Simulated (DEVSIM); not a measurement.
Structure: Co/SiO2/p-Si capacitor, at 300 K.

| layer (left to right) | material | thickness (nm) | Na (cm⁻³) |
|---|---|---|---|
| 1 | SiO2 | 24.0 | - |
| 2 | Si | 11000 | 2.7e15 |

Metal gate on the left, work function 5 eV. Fixed charge at the semiconductor interface 0 cm⁻² (in units of +e); no interface traps.

This is a model device: material constants are rounded textbook-type values typed into the input, and sizes, dopings and lifetimes were drawn at random. Values at 300 K.

| parameter | SiO2 | Si |
|---|---|---|
| gap (eV) | 9 | 1.124 |
| affinity (eV) | 0.9 | 4.05 |
| permittivity | 3.9 | 11.7 |
| Nc (cm⁻³) | - | 2.86e19 |
| Nv (cm⁻³) | - | 3.1e19 |

Model (solved in DEVSIM): 1D Poisson equation in equilibrium, Boltzmann statistics, complete ionisation; no quantum confinement or tunnelling. Metal contacts follow the ideal Schottky-Mott rule: no Fermi-level pinning, no interface dipoles.

**Question.** Tabulate band edges, carrier densities and field at -1.3 V on the gate.

**Answer.** Energies count from the Fermi level of the right contact; mesh points crowd at the junctions.

```json
[
 {"x (μm)": "0.000", "Ec (eV)": "5.400", "Ev (eV)": "-3.600", "n (cm⁻³)": "< 1e2", "p (cm⁻³)": "< 1e2", "field (V/cm)": "-490000"},
 {"x (μm)": "0.001744", "Ec (eV)": "5.314", "Ev (eV)": "-3.686", "n (cm⁻³)": "< 1e2", "p (cm⁻³)": "< 1e2", "field (V/cm)": "-490000"},
 {"x (μm)": "0.006070", "Ec (eV)": "5.101", "Ev (eV)": "-3.899", "n (cm⁻³)": "< 1e2", "p (cm⁻³)": "< 1e2", "field (V/cm)": "-490000"},
 {"x (μm)": "0.01488", "Ec (eV)": "4.666", "Ev (eV)": "-4.334", "n (cm⁻³)": "< 1e2", "p (cm⁻³)": "< 1e2", "field (V/cm)": "-490000"},
 {"x (μm)": "0.02203", "Ec (eV)": "4.314", "Ev (eV)": "-4.686", "n (cm⁻³)": "< 1e2", "p (cm⁻³)": "< 1e2", "field (V/cm)": "-490000"},
 {"x (μm)": "0.02395", "Ec (eV)": "4.219", "Ev (eV)": "-4.781", "n (cm⁻³)": "< 1e2", "p (cm⁻³)": "< 1e2", "field (V/cm)": "-490000"},
 {"x (μm)": "0.02564", "Ec (eV)": "1.045", "Ev (eV)": "-0.079", "n (cm⁻³)": "< 1e2", "p (cm⁻³)": "1.5e18", "field (V/cm)": "-110000"},
 {"x (μm)": "0.03299", "Ec (eV)": "0.998", "Ev (eV)": "-0.127", "n (cm⁻³)": "500", "p (cm⁻³)": "2.3e17", "field (V/cm)": "-42000"},
 {"x (μm)": "0.04907", "Ec (eV)": "0.956", "Ev (eV)": "-0.168", "n (cm⁻³)": "2500", "p (cm⁻³)": "4.6e16", "field (V/cm)": "-17000"},
 {"x (μm)": "0.09293", "Ec (eV)": "0.915", "Ev (eV)": "-0.209", "n (cm⁻³)": "12000", "p (cm⁻³)": "9.5e15", "field (V/cm)": "-5200"},
 {"x (μm)": "0.2039", "Ec (eV)": "0.889", "Ev (eV)": "-0.235", "n (cm⁻³)": "33000", "p (cm⁻³)": "3.5e15", "field (V/cm)": "-890"},
 {"x (μm)": "0.6793", "Ec (eV)": "0.882", "Ev (eV)": "-0.242", "n (cm⁻³)": "43000", "p (cm⁻³)": "2.7e15", "field (V/cm)": "≈ 0"},
 {"x (μm)": "1.777", "Ec (eV)": "0.882", "Ev (eV)": "-0.242", "n (cm⁻³)": "43000", "p (cm⁻³)": "2.7e15", "field (V/cm)": "≈ 0"},
 {"x (μm)": "4.554", "Ec (eV)": "0.882", "Ev (eV)": "-0.242", "n (cm⁻³)": "43000", "p (cm⁻³)": "2.7e15", "field (V/cm)": "≈ 0"},
 {"x (μm)": "9.166", "Ec (eV)": "0.882", "Ev (eV)": "-0.242", "n (cm⁻³)": "43000", "p (cm⁻³)": "2.7e15", "field (V/cm)": "≈ 0"},
 {"x (μm)": "10.30", "Ec (eV)": "0.882", "Ev (eV)": "-0.242", "n (cm⁻³)": "43000", "p (cm⁻³)": "2.7e15", "field (V/cm)": "≈ 0"},
 {"x (μm)": "10.76", "Ec (eV)": "0.882", "Ev (eV)": "-0.242", "n (cm⁻³)": "43000", "p (cm⁻³)": "2.7e15", "field (V/cm)": "≈ 0"},
 {"x (μm)": "10.92", "Ec (eV)": "0.882", "Ev (eV)": "-0.242", "n (cm⁻³)": "43000", "p (cm⁻³)": "2.7e15", "field (V/cm)": "≈ 0"},
 {"x (μm)": "11.00", "Ec (eV)": "0.882", "Ev (eV)": "-0.242", "n (cm⁻³)": "43000", "p (cm⁻³)": "2.7e15", "field (V/cm)": "≈ 0"},
 {"x (μm)": "11.01", "Ec (eV)": "0.882", "Ev (eV)": "-0.242", "n (cm⁻³)": "43000", "p (cm⁻³)": "2.7e15", "field (V/cm)": "≈ 0"},
 {"x (μm)": "11.02", "Ec (eV)": "0.882", "Ev (eV)": "-0.242", "n (cm⁻³)": "43000", "p (cm⁻³)": "2.7e15", "field (V/cm)": "≈ 0"},
 {"x (μm)": "11.02", "Ec (eV)": "0.882", "Ev (eV)": "-0.242", "n (cm⁻³)": "43000", "p (cm⁻³)": "2.7e15", "field (V/cm)": "≈ 0"}
]
```
